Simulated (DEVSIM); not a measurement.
# illuminated Ge n-on-p cell, one wavelength

Structure: illuminated Ge n-on-p cell, one wavelength, at 300 K.

```tsv
layer (left to right)	material	thickness (μm)	Nd (cm⁻³)	Na (cm⁻³)	τn (s)	τp (s)	absorption coefficient (cm⁻¹)
1	Ge	0.270	9.2e17	-	1e-6	1.3e-7	1300
2	Ge	160	-	1.2e16	1.1e-6	1.1e-6	1300
```

Left contact: ohmic, minority hole recombination velocity 100 cm/s. Right contact: ohmic, minority electron recombination velocity 6e6 cm/s. Voltage is applied to the left contact. Recombination: SRH at mid-gap, radiative. Light enters at the left, 7.8e17 photons cm⁻² s⁻¹, one pass, no reflection. Mobility is constant in doping.

Constants are typed, rounded textbook-type inputs, not results; the design itself was drawn at random and stands for no fabricated device. Values at 300 K.

```tsv
parameter	Ge
gap (eV)	0.664
affinity (eV)	4
permittivity	16
Nc (cm⁻³)	1.04e19
Nv (cm⁻³)	6e18
μn (cm²/Vs)	3900
μp (cm²/Vs)	1900
B (cm³/s)	6.4e-14
```

DEVSIM, 1D drift-diffusion, Boltzmann statistics, complete ionisation; no tunnelling, impact ionisation, image-force lowering or self-heating.

```json
{
 "potential_step_across_the_device_at_zero_bias": "0.441 V",
 "largest_field_in_the_device_at_zero_bias": "52000 V/cm",
 "Dark forward voltage at 1 A/cm²": "0.253 V",
 "Dark forward voltage at 100 A/cm²": "0.438 V",
 "short_circuit_current": "116 mA/cm²",
 "open_circuit_voltage": "0.195 V",
 "fill_factor": "0.63",
 "largest_power": "14.3 mW/cm²",
 "share_of_generated_pairs_collected_at_short_circuit": "0.930"
}
```

Current under light (generator sign):

```tsv
V (V)	J (mA/cm²)
0.00	116
0.02	116
0.04	116
0.06	116
0.08	115
0.10	113
0.12	110
0.14	102
0.16	85.7
0.18	50.4
0.20	-25.1
```

Dark forward current:

(V (V), J (A/cm²)): (-0.05, -0.00038); (-0.10, -0.0029); (-0.15, -0.020); (-0.20, -0.14); (-0.25, -0.90); (-0.30, -4.6); (-0.35, -17); (-0.40, -50); (-0.45, -120); (-0.50, -280); (-0.55, -590); (-0.60, -1200); (-0.65, -2200)
